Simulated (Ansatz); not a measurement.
**MoSi2: response to strain**

The reference is MoSi2 (space group I4/mmm, No. 139; a = 3.1901 Å, c = 7.8220 Å; relaxed with 0.1 eV smearing). Axes: x, y, z lie along a, b, c of the conventional cell.

Strains are applied to the cell and any free atomic positions relax; under biaxial strain the out-of-plane vector relaxes too.

Level of theory: PBEsol (Ansatz, a program for electronic structure), no SOC.

Candidates:
(a) biaxial strain −2.50 %, plane normal [001], relaxed out of plane
(b) biaxial strain −1.50 %, plane normal [001], relaxed out of plane
(c) biaxial strain −0.50 %, plane normal [001], relaxed out of plane
(d) biaxial strain +2.50 %, plane normal [001], relaxed out of plane
(e) biaxial strain −3.00 %, plane normal [001], relaxed out of plane

Notes on the quantities. energy relative to the base: free energy F.

Question: Order them by energy relative to the base, highest first.

Answer: (e) biaxial strain −3.00 %, plane normal [001], relaxed out of plane (+40 meV/atom), (a) biaxial strain −2.50 %, plane normal [001], relaxed out of plane (+27 meV/atom), (d) biaxial strain +2.50 %, plane normal [001], relaxed out of plane (+24 meV/atom), (b) biaxial strain −1.50 %, plane normal [001], relaxed out of plane (+9.6 meV/atom), (c) biaxial strain −0.50 %, plane normal [001], relaxed out of plane (+1.0 meV/atom)

Whether these cells are dynamically stable was not tested. The final runs are not spin-polarised.
